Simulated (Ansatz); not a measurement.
Consider CsBi₂ in the cubic Laves (MgCu2 type) structure (space group Fd-3m, No. 227; a = 9.6267 Å; a cell from a computed database, its experimental status unchecked). Axes: x, y, z lie along the cube axes.

All numbers come from PBEsol/PAW in Ansatz (a first-principles code), no SOC.

For the base:

Pressure: 0.0 GPa
Volume per atom: 37.17 Å³

Modification: compressive biaxial strain of 2.76 % in the plane normal to [001], as in epitaxy on a mismatched substrate; the out-of-plane cell vector and the atoms relax.

Question: How does this affect the energy relative to the base, pressure and volume per atom?

Answer: The energy rises by 9.8 meV/atom; the pressure (mean of the normal stresses, compression positive) goes from zero to 1.1 GPa; the volume per atom decreases by 1.10 Å³ (37.17 Å³ → 36.07 Å³).

Without a gap, meshes like the base's 9×9×9 leave anisotropic stresses uncertain by several tenths of a GPa, and small strain energies with them. Whether these cells are dynamically stable was not tested.
